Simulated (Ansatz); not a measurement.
System: Ga₂O₃ (C2/m, No. 12, 10 atoms in the cell; start COD 7249717). Method: HSE06 in Ansatz (plane waves, PAW).

Run with plane-wave cutoff 460 eV, 8×8×4 k mesh (along the axes of the cell as run), Fermi–Dirac smearing 0.01 eV, scalar-relativistic PAW data made under PBE.

Cell (measured lattice):

```xyz
10
Lattice="6.1235 -1.5220 0.0000 6.1235 1.5220 0.0000 -1.3932 0.0000 5.6442" Properties=species:S:1:pos:R:3 pbc="T T T"
Ga    10.1558     0.0000     3.9821
Ga     0.6979     0.0000     1.6621
Ga     6.9326     0.0000     4.5939
Ga     3.9211     0.0000     1.0503
O      8.8162     0.0000     5.2858
O      2.0376     0.0000     0.3584
O      9.6864     0.0000     2.2069
O      1.1674     0.0000     3.4373
O      5.0241     0.0000     4.2704
O      5.8297     0.0000     1.3738
```

Question: What does this level give for the band gap and smallest direct gap on the k points sampled?

Answer: 
- band gap: 4.17 eV (indirect)
- smallest direct gap on the k points sampled: 4.19 eV

Note: cell and atoms aren't relaxed at this level (largest force component 0.12 eV/Å).

Spin–orbit coupling is not included.

Static lattice: no zero-point or thermal effects.

Ansatz is an electronic-structure program.
